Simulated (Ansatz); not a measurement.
# Response to strain in ZnCu2SnS4

Take ZnCu$_{2}$SnS$_{4}$ (space group I-4, No. 82; a = 5.374 Å, c = 10.755 Å) as the base.

Strains are applied to the cell and any free atomic positions relax.

The values are results of DFT with PBEsol, PAW potentials and a 420 eV plane-wave cutoff in Ansatz (an electronic-structure program), without spin-orbit coupling, not measurements.

Candidates:
(a) isotropic strain +3.00 %
(b) isotropic strain +0.75 %
(c) isotropic strain +2.25 %

Notes on the quantities. energy relative to the base: free energy F.

Problem. Order them by energy relative to the base, lowest first.

Solution. (b) isotropic strain +0.75 % (+2.4 meV/atom), (c) isotropic strain +2.25 % (+20 meV/atom), (a) isotropic strain +3.00 % (+35 meV/atom)

No phonon test of stability was made. The final runs are not spin-polarised.
